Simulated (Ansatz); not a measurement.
Base system: MgTe in the zinc blende structure (space group F-43m, No. 216; a = 6.4393 Å).

The change: the cell is scaled by 0.9850 in all directions, atoms relaxed at fixed cell.

Level of theory: PBEsol in Ansatz (plane waves to 420 eV, PAW, spin-orbit coupling left out).

Base, band edges from the VBM (valence, conduction): X -1.20, 2.71; W -1.49, 4.47; L -0.42, 3.18; Γ 0.00, 2.35; K -0.97, 3.36; U -0.97, 3.36 eV.

### Question
Give the band edges at the high-symmetry points of the new zone, measured from its valence-band maximum.

### Answer
```
point  valence edge (eV)  conduction edge (eV)
-----  -----------------  --------------------
Γ                   0.00                  2.55
X                  -1.28                  2.64
U                  -1.03                  3.33
K                  -1.03                  3.33
L                  -0.45                  3.28
W                  -1.59                  4.48
```

The gap is 2.55 eV, direct at Γ.

Spin-orbit coupling, missing from the scalar runs, can matter with Te. The cells carry an imposed strain or load. Stability against distortions was not tested.

Ansatz is a first-principles code.
